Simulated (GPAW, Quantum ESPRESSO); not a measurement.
A Quantum ESPRESSO input for a self-consistent single point of Ti₃Al₅ (P1, 8 atoms in the cell) (DFT, PBEsol, plane waves, SSSP 1.1.2 efficiency (PBE) pseudopotentials):

```fortran
&control
   calculation = 'scf'
   prefix = 'Ti3Al5'
   outdir = './out'
   pseudo_dir = './'
   tprnfor = .true.
   tstress = .true.
/
&system
   ibrav = 0
   nat = 8
   ntyp = 2
   ecutwfc = 50
   ecutrho = 400
   occupations = 'smearing'
   smearing = 'fermi-dirac'
   degauss = 0.0073499
   input_dft = 'pbesol'
/
&electrons
   conv_thr = 1.0d-9
/
ATOMIC_SPECIES
Ti    47.8670  ti_pbe_v1.4.uspp.F.UPF
Al    26.9815  Al.pbe-n-kjpaw_psl.1.0.0.UPF
CELL_PARAMETERS angstrom
   3.9115430000     0.0000000000     0.0000000000
   0.0000000000     4.0247780000     0.0000000000
   0.0000000000     0.0000000000     8.1051150000
ATOMIC_POSITIONS crystal
Ti    0.0089430000    0.4943660000    0.2651760000
Ti   -0.0149680000    0.4900840000    0.7339190000
Ti    0.5051520000    0.5014960000    0.0028100000
Al    0.0021840000    0.0044380000   -0.0032350000
Al   -0.0040810000    0.0227180000    0.5004990000
Al    0.5015170000    0.4876950000    0.4997780000
Al    0.5050840000   -0.0004580000    0.2442660000
Al    0.4961700000   -0.0003390000    0.7567860000
K_POINTS automatic
6 6 3  0 0 0
```

### Question
Write the same calculation as an input for GPAW.

### Answer
This is the input that was run; spellings and numerical settings could be chosen otherwise.

```python
from ase import Atoms
from ase.units import GPa
from gpaw import GPAW, PW, FermiDirac

atoms = Atoms(['Ti', 'Ti', 'Ti', 'Al', 'Al', 'Al', 'Al', 'Al'],
              cell=[[3.911543, 0.000000, 0.000000],
                    [0.000000, 4.024778, 0.000000],
                    [0.000000, 0.000000, 8.105115]],
              positions=[[0.034981, 1.989713, 2.149282],
                         [-0.058548, 1.972479, 5.948498],
                         [1.975924, 2.018410, 0.022775],
                         [0.008543, 0.017862, -0.026220],
                         [-0.015963, 0.091435, 4.056602],
                         [1.961705, 1.962864, 4.050758],
                         [1.975658, -0.001843, 1.979804],
                         [1.940790, -0.001364, 6.133838]],
              pbc=True)

calc = GPAW(mode=PW(850),
            xc='PBEsol',
            kpts={'size': (6, 6, 3), 'gamma': True},
            occupations=FermiDirac(0.1),
            nbands=-14,
            convergence={'forces': 0.001},
            symmetry={'symmorphic': False, 'tolerance': 0.0005},
            maxiter=100,
            txt='-')

atoms.calc = calc

energy = atoms.get_potential_energy()
print('Energy (eV):', round(energy, 6))
forces = atoms.get_forces()
print('Forces (eV/Ang):')
print(forces.round(5))
stress = atoms.get_stress()
print('Stress (GPa, Voigt):', (stress / GPa).round(4))
```

Basis settings and potentials, where a program has them, do not carry over. This input uses DFT PBEsol, plane waves, GPAW PAW datasets PBEsol (made by gpaw-setup).

The starting cell comes from a database of computed structures (which also holds hypothetical and non-ambient phases and stackings), without a prior relaxation at this level. Its lattice was rescaled by a random factor within 2.5 % of one. For this run, on top of that: atoms moved at random.
